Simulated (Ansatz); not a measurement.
Subject: the formation energy of BaZrO3 (cubic perovskite, Pm-3m) from the elements. Reaction: Zr (hcp) + Ba (bcc) + 3/2 O2 (gas) → BaZrO3 (cubic perovskite). A negative value means that the right-hand side lies lower. The value is per atom of the solid.

BaZrO3 (cubic perovskite, Pm-3m), 5 atoms in the cell. Conventional cell: a = 4.2270 Å, b = 4.2270 Å, c = 4.2270 Å, α = 90.00°, β = 90.00°, γ = 90.00°.

Setting: static, neutral cells in Ansatz (PAW) whose structures rest at the PBE level. Ansatz (a quantum-chemistry and plane-wave program) runs with its PAW set soft_1. Other levels take these structures. HSE06 runs on coarser k-point meshes, mended by the PBE difference between the two meshes. Some cells are metallic or hold partly filled levels, where a hybrid on a coarse mesh is less sure. The lattices are those relaxed with PBE, so at other levels the solids can be strained, which adds to the spread. A dispersion term (D3(BJ), or D4 for r2SCAN) was computed beside these levels and is taken off wherever the name lacks it. Space groups of crystals are read within 0.01 Å. The runs are scalar-relativistic, without spin-orbit coupling.

Measured enthalpy at 298 K, from tabulated formation enthalpies: -3.69 eV/atom (as tabulated in Friedrich and co-workers, 2018, arXiv:1811.08952). It holds thermal and zero-point parts that the computed values lack, which would shift all levels alike, taken here as about 0.04 eV/atom at most.

Task: Give the error of each level (PBE, LDA, PBEsol, RPBE, r2SCAN, HSE06) against measurement.

Result: 
```json
[
 {"Method": "LDA", "computed (eV/atom)": "-3.65", "computed less measured": "0.04"},
 {"Method": "r2SCAN", "computed (eV/atom)": "-3.60", "computed less measured": "0.09"},
 {"Method": "HSE06", "computed (eV/atom)": "-3.42", "computed less measured": "0.27"},
 {"Method": "PBEsol", "computed (eV/atom)": "-3.37", "computed less measured": "0.32"},
 {"Method": "PBE", "computed (eV/atom)": "-3.28", "computed less measured": "0.41"},
 {"Method": "RPBE", "computed (eV/atom)": "-3.10", "computed less measured": "0.59"}
]
```

LDA comes closest here; RPBE misses by 0.59 eV/atom.
